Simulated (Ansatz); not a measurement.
An Ansatz (an electronic-structure program) run: Ge with a change (uniaxial strain ε_zz = +0.50 %); plane-wave PAW DFT at the PBEsol level (Ansatz, 420 eV), no SOC.

Input:

Ansatz 0.2 input:
```yaml
crystal:
  lattice:
    - [0, 2.8380764702, 2.8522668526]
    - [2.8380764702, 0, 2.8522668526]
    - [2.8380764702, 2.8380764702, 0]
  atoms:
    - { symbol: Ge, position: [0, 0, 0] }
    - { symbol: Ge, position: [0.25, 0.25, 0.25] }
basis: { ecutwfc: 420, ecutrho_ratio: 4, xc_grid: 2, fft_grid_basis: typed }
kpoints: { mp_grid: { grid: [14, 14, 14] } }
hamiltonian:
  xc: pbesol
  dispersion: none
  pseudopotentials: { kind: paw }
scf: { occupations: { method: fermi_dirac, width: 0.05 }, convergence: { dr2_threshold: 0.0000000002 } }
relax: { f_tol: 0.005, max_steps: 50 }
output: { forces: true, stress: true }
checkpoint: { write: state.ck, write_every: 1000 }
```

Output:

```
Relaxation: its limit of steps is 50 (relax.max_steps)
WARN ansatz: RAYON_NUM_THREADS=1 ignored (pool sized by the plan → 1); use --threads N
Pseudopotentials: kind: paw
Pseudopotential: Ge, paw, valence charge 14
Functional definition: PBEsol
Crystal: 2 atoms, lattice volume = 45.948 Å³
Basis set: ecut = 420 eV, 893 PW (Γ), exchange–correlation on 54×54×54 points (8 copies of the dense FFT grid, shifted against one another)
Bands: 18, of which v1, the nominal top of the filled ones, is band 14 counted from 1 (13 counted from 0)
Symmetry: 16 space group operations
Space group: I41/amd (ITA 141), of the structure as read, at distance tolerance 3.6e-5 Å
k-points: 244 of 2744
PAW frozen core: Ge, regenerated for the run's functional, and the local potential with it
Initial density: superposition of atomic densities (neutral atoms: chi_scale 0, normalization atom), corrected by the library's trained network
Initial wavefunctions: pseudopotential atomic-orbital guess
Eigensolver: davidson
Functional: x = pbesol(κ = 0.804, μ = 0.12345679012345678), c = pbesol(β = 0.046)
SCF iter   1: F=—  HF=-8506.995008 eV  |F-HF|=—  |Δ(HF+E_count)|=         —  Δρ=2.65e-3  dr2=3.98e-3  ethr=1.77e-3  ⟨swp⟩=6.0  Hψ=21043  notcnv=0
all-band conjugate gradients solve this SCF's bands
preconditioner: auto → Kerker (q_TF=auto, 2.512 Å⁻¹)
SCF iter   2: F=—  HF=-8506.993658 eV  |F-HF|=—  |Δ(HF+E_count)|=   1.35e-3  Δρ=1.87e-3  dr2=2.18e-3  ethr=1.42e-5  ⟨swp⟩=1.1  Hψ=6395  notcnv=0
SCF iter   3: F=—  HF=-8506.993716 eV  |F-HF|=—  |Δ(HF+E_count)|=   5.78e-5  Δρ=9.20e-4  dr2=2.23e-4  ethr=7.77e-6  ⟨swp⟩=2.0  Hψ=7809  notcnv=0
SCF iter   4: F=—  HF=-8506.993693 eV  |F-HF|=—  |Δ(HF+E_count)|=   2.24e-5  Δρ=4.47e-4  dr2=1.37e-4  ethr=7.97e-7  ⟨swp⟩=2.0  Hψ=7811  notcnv=0
SCF iter   5: F=—  HF=-8506.993620 eV  |F-HF|=—  |Δ(HF+E_count)|=   7.37e-5  Δρ=2.26e-4  dr2=1.51e-5  ethr=4.88e-7  ⟨swp⟩=2.0  Hψ=7810  notcnv=0
SCF iter   6: F=—  HF=-8506.993630 eV  |F-HF|=—  |Δ(HF+E_count)|=   1.05e-5  Δρ=4.41e-5  dr2=3.76e-7  ethr=5.40e-8  ⟨swp⟩=3.0  Hψ=7814  notcnv=0
SCF iter   7: F=—  HF=-8506.993630 eV  |F-HF|=—  |Δ(HF+E_count)|=   2.40e-7  Δρ=2.01e-5  dr2=7.13e-8  ethr=1.34e-9  ⟨swp⟩=2.0  Hψ=7791  notcnv=0
SCF iter   8: F=—  HF=-8506.993630 eV  |F-HF|=—  |Δ(HF+E_count)|=   5.95e-8  Δρ=5.46e-6  dr2=5.53e-9  ethr=2.55e-10  ⟨swp⟩=2.0  Hψ=7616  notcnv=0
SCF iter   9: F=-8506.993630 eV  HF=-8506.993630 eV  |F-HF|=5.46e-11  |Δ(HF+E_count)|=   5.72e-9  Δρ=3.97e-7  dr2=2.98e-11  ethr=1.00e-12  ⟨swp⟩=3.0  Hψ=17253  notcnv=0
SCF 1 converged in 9 iterations: F = -8506.993630 eV  dr2 = 2.98e-11
relax step   1: F+E_penalty+E_count = -8506.99363036 eV  Δ(F+E_penalty+E_count) = +0.000e0 eV  max|allowed force component| = 1.388e-17 eV/Å  Δτ_max = 0.0000 Å  (9 SCF iters, accepted)
the relaxation is at rest under the 16 symmetry operations that the run kept from its start: a minimum is not shown …
SCF converged after 9 iterations
Free energy (F): -8506.993630 eV
Harris-Foulkes:  -8506.993630 eV  (|F-HF|=5.46e-11)
Internal energy: -8506.993098 eV  (E = F + TS)
E sigma→0 (E₀):  -8506.993364 eV
Entropy (-TS):   -0.000532 eV (-0.266 meV/atom)
Fermi energy:    8.263492 eV
--- Per-component energies (eV) ---
  E_band       = -307.184023
  E_kinetic    = 222.837580
  E_local      = -4965.247960  (includes V_loc(G=0)·N_el)
  E_nonlocal   = 840.152084
  E_hartree    = 2175.398795
  E_xc         = -149.819027
  E_vxc        = -129.306852  (∫ρ·V_xc dr)
  E_paw        = -3958.134373  (= ΣΔE_a)
  E_vpaw       = -626.417459  (= ΣTr[D̂ρ^β])
  E_aug_tail   = 0.000576  (compensation charges beyond the density's cutoff)
  E_ewald      = -2674.016648
  E_core_change = 1.835872  (= ΣΔE_core)
  E_smearing   = -0.000532  (= −TS)
  E_closure    = -0.000000  (closes the sum)
  Σ components = -8506.993630   (vs F -8506.993630, Δ=0.00e0)
  [band-id]    e_kinetic+e_local+e_nonlocal+2·e_hartree+e_vxc+e_vpaw+e_augmentation_tail = -307.184440   (vs E_band -307.184023, Δ=-4.16e-4)
--- Forces (eV/Å), atoms counted from 1 ---
  atom   1  Ge     0.00000000     0.00000000     0.00000000
  atom   2  Ge    -0.00000000     0.00000000     0.00000000
  max |Σ_I F_I| component: 1.39e-17 eV/Å
--- Stress (GPa, compression-positive) ---
       -0.219829       0.000000       0.000000
        0.000000      -0.219829       0.000000
        0.000000       0.000000      -0.571942
  P = ⅓ Tr σ = -0.3372 GPa (-3.372 kbar)
  The stress holds the Pulay correction. Without it, at fixed plane waves, as pw.x and ABINIT print it: P = -0.3602 GPa
  The stress includes an estimate of the error left by incomplete SCF convergence (largest component 0.0001 GPa).
--- Band table ---
  band table: none
--- Relaxed structure (1 steps of the walk, 1 accepted, 0 SCFs on fresh bases) ---
  F+E_penalty+E_count = -8506.99363036 eV   max|allowed force component| = 1.388e-17 eV/Å
  atoms:
    - { symbol: Ge, position: [0.0, 0.0, 0.0] }
    - { symbol: Ge, position: [0.25, 0.25, 0.25] }
```

No phonon test of stability was made. The cell was made from Ge in the diamond structure (space group Fd-3m, No. 227) by this change: uniaxial strain ε_zz = +0.50 %.
